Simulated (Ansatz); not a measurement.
Start from CdS in the wurtzite structure (space group P6_3mc, No. 186).

```xyz
4
Lattice="4.0741 0.0000 0.0000 -2.0371 3.5283 0.0000 0.0000 0.0000 6.6367" Properties=species:S:1:pos:R:3 pbc="T T T"
Cd     0.0000     2.3522     0.0025
Cd     2.0371     1.1761     3.3209
S      0.0000     2.3522     2.4995
S      2.0371     1.1761     5.8179
```

Computed with LDA (Ansatz, an electronic-structure program), scalar-relativistic without spin-orbit coupling.

Strains are applied to the cell and any free atomic positions relax.

One change was made to it. Results:

```csv
quantity,base,after
electron mass,"0.11 mₑ along c, 0.11 mₑ across (at Γ)","0.092 mₑ along c, 0.098 mₑ across (at Γ)"
band gap,1.03 eV,0.83 eV
"pressure (mean of the normal stresses, compression positive)",0.0 kbar,-49.0 kbar
"valence-band top at Γ (three highest levels, from the VBM)","0.00, 0.00, -0.06 eV","0.00, 0.00, -0.04 eV"
```

Question: Name the change that was made.
(A) isotropic strain +1.80 %
(B) isotropic strain +0.60 %
(C) isotropic strain +3.00 %
(D) isotropic strain +1.20 %
(E) isotropic strain +2.40 %

Answer: C, isotropic strain +3.00 %. For comparison, the band gap in the other runs: isotropic strain +2.40 % gives 0.87 eV; isotropic strain +0.60 % gives 0.99 eV; isotropic strain +1.20 % gives 0.95 eV; isotropic strain +1.80 % gives 0.91 eV.

Effective masses come from finite differences of ±0.01 Å⁻¹. Whether these cells are dynamically stable was not tested.
